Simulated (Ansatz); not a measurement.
We consider TaN (model structure, started from the NbAs type, I4₁md, No. 109, 4 atoms in the cell), described by r²SCAN in Ansatz (plane waves, PAW).

Numerical settings: plane-wave cutoff 560 eV, 18×18×18 k mesh, Fermi–Dirac smearing 0.01 eV, scalar-relativistic PAW data made under PBE.

Cell (relaxed at this level):

```
TaN
1.0
   -1.45072     1.45072     5.11929
    1.45072    -1.45072     5.11929
    1.45072     1.45072    -5.11929
Ta N
2 2
Direct
  0.49875   0.49875   0.00000
  0.24875   0.74875   0.50000
  0.91725   0.91725   0.00000
  0.66725   0.16725   0.50000
```

Problem. Give the computed band gap, direct gap at Γ and bulk modulus B0.

Solution. 
- band gap: 0.80 eV (on the SCF k mesh)
- direct gap at Γ: 5.17 eV
- bulk modulus B0: 359 GPa

Note: the bulk modulus is −V dP/dV from two relaxed cells at ±2 % in volume; the relaxation could raise the start's symmetry but not lower it, so the cell can be a saddle point.

Spin–orbit coupling is not included.

Computed values are for the static lattice.

A model structure was made by putting elements into a prototype or built by hand; it is no filed structure, need not be a known phase, and can be a saddle point held by its symmetry.

Ansatz is a program for electronic structure.
